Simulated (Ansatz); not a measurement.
Given:

Host crystal: wurtzite GaN, with a band gap (PBE, scalar-relativistic without spin-orbit coupling).

End structure of OH on the (0001) surface of wurtzite GaN (2x2 N adatom at H3; a constructed slab, bottom: 3 H on 4 bottom sites), one in a cell of 36 Å², started at the site 'hollow N-N-N over Ga at depth 1.8 Å':

```yaml
crystal:
  lattice:
    - [6.43695, 0.00000, 0.00000]
    - [-3.21848, 5.57456, 0.00000]
    - [0.00000, 0.00000, 32.50000]
  atoms:
    - { symbol: N, position: [0.33363, 0.16637, 0.33318] }
    - { symbol: N, position: [0.83274, 0.16638, 0.33321] }
    - { symbol: N, position: [0.33362, 0.66726, 0.33321] }
    - { symbol: N, position: [0.83335, 0.66665, 0.33094] }
    - { symbol: Ga, position: [0.16669, 0.33331, 0.35247] }
    - { symbol: Ga, position: [0.67403, 0.34816, 0.35132] }
    - { symbol: Ga, position: [0.15184, 0.82597, 0.35132] }
    - { symbol: Ga, position: [0.67410, 0.82590, 0.35124] }
    - { symbol: N, position: [0.16667, 0.33333, 0.41225] }
    - { symbol: N, position: [0.66667, 0.33333, 0.41225] }
    - { symbol: N, position: [0.16667, 0.83333, 0.41225] }
    - { symbol: N, position: [0.66667, 0.83333, 0.41225] }
    - { symbol: Ga, position: [0.33333, 0.16667, 0.43213] }
    - { symbol: Ga, position: [0.83333, 0.16667, 0.43213] }
    - { symbol: Ga, position: [0.33333, 0.66667, 0.43213] }
    - { symbol: Ga, position: [0.83333, 0.66667, 0.43213] }
    - { symbol: N, position: [0.33312, 0.16688, 0.49233] }
    - { symbol: N, position: [0.83456, 0.16848, 0.49280] }
    - { symbol: N, position: [0.33152, 0.66544, 0.49280] }
    - { symbol: N, position: [0.83413, 0.66587, 0.49286] }
    - { symbol: Ga, position: [0.16771, 0.33194, 0.51326] }
    - { symbol: Ga, position: [0.66438, 0.33219, 0.51316] }
    - { symbol: Ga, position: [0.16770, 0.83575, 0.51306] }
    - { symbol: Ga, position: [0.66685, 0.83340, 0.51203] }
    - { symbol: N, position: [0.16856, 0.33061, 0.57398] }
    - { symbol: N, position: [0.66234, 0.33094, 0.57404] }
    - { symbol: N, position: [0.16883, 0.83807, 0.57383] }
    - { symbol: N, position: [0.66686, 0.83343, 0.57185] }
    - { symbol: Ga, position: [0.33331, 0.16661, 0.59725] }
    - { symbol: Ga, position: [0.83228, 0.16436, 0.59268] }
    - { symbol: Ga, position: [0.33500, 0.66758, 0.59216] }
    - { symbol: Ga, position: [0.83255, 0.66774, 0.59249] }
    - { symbol: N, position: [0.33345, 0.16691, 0.66473] }
    - { symbol: N, position: [0.83025, 0.15931, 0.65210] }
    - { symbol: N, position: [0.34013, 0.67021, 0.65120] }
    - { symbol: N, position: [0.83071, 0.67054, 0.65185] }
    - { symbol: Ga, position: [0.15527, 0.34959, 0.67630] }
    - { symbol: Ga, position: [0.69264, 0.34642, 0.67660] }
    - { symbol: Ga, position: [0.15530, 0.80620, 0.67615] }
    - { symbol: Ga, position: [0.66502, 0.83175, 0.67277] }
    - { symbol: H, position: [0.33200, 0.16800, 0.30162] }
    - { symbol: H, position: [0.83602, 0.16807, 0.30164] }
    - { symbol: H, position: [0.33193, 0.66398, 0.30164] }
    - { symbol: N, position: [0.99860, 0.49985, 0.71127] }
    - { symbol: O, position: [0.60464, 0.79753, 0.72856] }
    - { symbol: H, position: [0.74230, 0.85781, 0.74667] }
```

Slab: 46 atoms, 13.4 Å thick at the start with caps and adatoms under the adsorbate (thin: gaps and levels are the slab's own); k 4x4x1, smearing 0.01 eV, dipole-corrected; single point; no symmetry held, on the structure that PBE left; spin-polarised, ending with about 1.0 μB a cell; orders that need a larger cell were not tried, no spin-orbit, no U, no dispersion correction. The program's check for a lower electronic state was not made. At the end it is bonded to Ga. In PBE it is, or lies within 0.03 eV of, the lowest of the starts that converged; the order may differ at this level.

A negative adsorption energy means that the adsorbate is more stable on the surface than in its reference.

Q: Predict the highest filled level below the top vacuum level from r2SCAN, at the PBE geometry and the start's symmetry in Ansatz (an electronic-structure program).

A: 6.42 eV

Q: Predict the adsorption energy against H2O(g) − ½ H2(g) at the same level from r2SCAN, at the PBE geometry and the start's symmetry.

A: -0.78 eV

Q: Give the change of the step from the bottom to the top vacuum level, against the clean slab at the level r2SCAN, at the PBE geometry and the start's symmetry.

A: -0.70 eV

Q: What gap of the slab on its k-mesh does r2SCAN, at the PBE geometry and the start's symmetry give?

A: 1.70 eV
